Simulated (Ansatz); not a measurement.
Where the default PAW files enter, the runs use the earlier of Ansatz's two default sets.

Here is the system:

```xyz
24
Lattice="5.1491 0.0000 0.0000 0.0000 5.4591 0.0000 0.0000 0.0000 9.4700" Properties=species:S:1:pos:R:3 pbc="T T T"
Ti     4.4390     2.1977     3.5137
Ti     0.7101     3.2614     5.9564
Ti     3.2847     4.9273     5.9564
Ti     1.8644     0.5318     3.5137
Ti     1.8644     3.2614     1.2213
Ti     3.2847     2.1977     8.2487
Ti     0.7101     0.5318     8.2487
Ti     4.4390     4.9273     1.2213
O      2.7563     2.1290     2.5542
O      2.3928     3.3301     6.9159
O      4.9674     4.8586     6.9159
O      0.1817     0.6006     2.5542
O      0.1817     3.3301     2.1809
O      4.9674     2.1290     7.2892
O      2.3928     0.6006     7.2892
O      2.7563     4.8586     2.1809
O      0.9442     4.6467     0.0992
O      4.2049     0.8124     9.3708
O      1.6304     1.9172     9.3708
O      3.5188     3.5419     0.0992
O      3.5188     0.8124     4.6358
O      1.6304     4.6467     4.8343
O      4.2049     3.5419     4.8343
O      0.9442     1.9172     4.6358
```

Space group of this cell: Pbca. The cell is strained (lengths along the current scaled by 1.03, ions clamped); by r2SCAN its mean pressure is -7.8 GPa.

Transport runs along the normal of the first two printed cell vectors.

The gap is the functional's own. No spin-orbit coupling. Mid-gap values are interpolated on the energy grid.

Task: State the band gap and the smallest decay constant κ at mid-gap according to r2SCAN in Ansatz (an electronic-structure program).

Result: Gap 2.55 eV on a 6×6×4 mesh; κ = 0.437 1/Å, at (0.167, 0.000) of the in-plane reciprocal vectors. At the zone centre, at the nearest computed energy, the slowest state has κ = 0.45 1/Å.
